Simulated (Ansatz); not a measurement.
Base system: TiN in the rock salt structure (space group Fm-3m, No. 225; a = 4.204 Å; relaxed with 0.1 eV smearing). Axes: x, y, z lie along the cube axes.

Computed with Ansatz (a program for electronic structure), PBEsol, PAW, cutoff 420 eV, no spin-orbit coupling, earlier PAW set.

Before the change:

```
Quantity    Value
--------  -------
Pressure  0.0 GPa
```

Now apply this change: biaxial strain −1.02 %, plane normal [001], relaxed out of plane (Cartesian); in-plane vectors clamped, the third vector and the atoms free.

Question: How does this affect the energy relative to the base, ratio −ε⊥/ε∥ and pressure?

Answer: The energy rises by 4.5 meV/atom; the ratio −ε⊥/ε∥ amounts to 0.41; the pressure (mean of the normal stresses, compression positive) goes from zero to 5.2 GPa.

Stability against distortions was not tested. The final runs are not spin-polarised. An odd electron count without spin: TiN.
